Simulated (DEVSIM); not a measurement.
illuminated Si n-on-p cell, one wavelength

Structure: illuminated Si n-on-p cell, one wavelength, at 400 K.

| layer (left to right) | material | thickness (μm) | Nd (cm⁻³) | Na (cm⁻³) | τn (s) | τp (s) | absorption coefficient (cm⁻¹) |
|---|---|---|---|---|---|---|---|
| 1 | Si | 0.830 | 8.7e17 | - | 1.7e-5 | 2.9e-5 | 1200 |
| 2 | Si | 32.0 | - | 9e15 | 0.00011 | 0.00011 | 1200 |

Left contact: ohmic, minority hole recombination velocity 4000 cm/s. Right contact: ohmic, minority electron recombination velocity 4000 cm/s. Voltage is applied to the left contact. Recombination: SRH at mid-gap, radiative, Auger. Light enters at the left, 1.1e18 photons cm⁻² s⁻¹, one pass, no reflection. Mobility is constant in doping.

This is a model device: material constants are rounded textbook-type values typed into the input, and sizes, dopings and lifetimes were drawn at random. Values at 300 K; Nc and Nv go as T^1.5, mobilities as T to minus their exponent, the gap by Varshni's rule with the affinity fixed.

```
parameter               Si
----------------  --------
gap (eV)             1.124
affinity (eV)         4.05
permittivity          11.7
Nc (cm⁻³)          2.86e19
Nv (cm⁻³)           3.1e19
μn (cm²/Vs)           1417
μp (cm²/Vs)            470
T exponent of μn       2.3
T exponent of μp       2.2
B (cm³/s)          4.7e-15
Cn (cm⁶/s)         2.8e-31
Cp (cm⁶/s)         9.9e-32
Varshni α (eV/K)  0.000473
Varshni β (K)          636
```

DEVSIM, 1D drift-diffusion, Boltzmann statistics, complete ionisation; no tunnelling, impact ionisation, image-force lowering or self-heating.

Potential step across the device at zero bias: 0.666 V
Largest field in the device at zero bias: 67000 V/cm
Dark forward voltage at 1 A/cm²: 0.463 V
Dark forward voltage at 100 A/cm²: 0.659 V
Short-circuit current: 161 mA/cm²
Open-circuit voltage: 0.398 V
Fill factor: 0.72
Largest power: 46.0 mW/cm²
Share of generated pairs collected at short circuit: 0.929

Current under light (generator sign):

```
V (V)  J (mA/cm²)
-----  ----------
0.00          161
0.04          161
0.08          161
0.14          160
0.18          160
0.24          159
0.26          158
0.28          155
0.30          151
0.32          144
0.34          130
0.36          107
0.38         64.6
0.40        -9.78
```

Dark forward current:

| V (V) | J (A/cm²) |
|---|---|
| -0.05 | -5.1e-6 |
| -0.10 | -2.7e-5 |
| -0.15 | -0.00012 |
| -0.20 | -0.00052 |
| -0.25 | -0.0022 |
| -0.30 | -0.0094 |
| -0.35 | -0.040 |
| -0.40 | -0.17 |
| -0.45 | -0.70 |
| -0.50 | -2.7 |
| -0.55 | -9.5 |
| -0.60 | -30 |
| -0.65 | -85 |
| -0.70 | -210 |
| -0.75 | -490 |
| -0.80 | -1000 |
| -0.85 | -1800 |
| -0.90 | -3100 |
